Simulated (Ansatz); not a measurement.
Consider the following.

```
AuPt
1.0
    2.78467     0.00000     0.00000
   -1.39234     2.41160     0.00000
    0.00000     0.00000     4.76446
Pt Au
1 1
Direct
  0.66667   0.33333   0.00000
  0.00000   0.00000   0.50000
```

Computed with PBEsol, DFPT electron-phonon coupling, linearised Boltzmann equation (plane waves, PAW, scalar-relativistic; Ansatz, a first-principles code). Cell: relaxed with this functional, without spin-orbit coupling.

### Question
Predict the intrinsic resistivity at 300 K.

### Answer
5.6 (x), 5.6 (y), 5.4 (z) μΩ·cm.

### Question
How long is the mean free path there?

### Answer
14.4 (x), 14.4 (y), 22 (z) nm, weighted by the current that each state carries. Wires not much wider than this gain resistivity from their walls.

A metal at this level (no band gap). Only scattering by harmonic phonons is included (no impurities, grain boundaries, electron-electron scattering or thermal expansion). Spin-orbit coupling is left out, which matters with elements this heavy. The run warned that the eigensolver left some states short of its tolerance. Halving the electron mesh (36x36x20) moves the resistivity by up to 9 % at 300 K, the mean free path by up to 4 %. Smearing 0.20 eV; phonons on a 6x6x3 q mesh, which this run doesn't test.

Computed structure with no diffraction record at hand here (it may be known, metastable or hypothetical): PtAu (P-6m2).
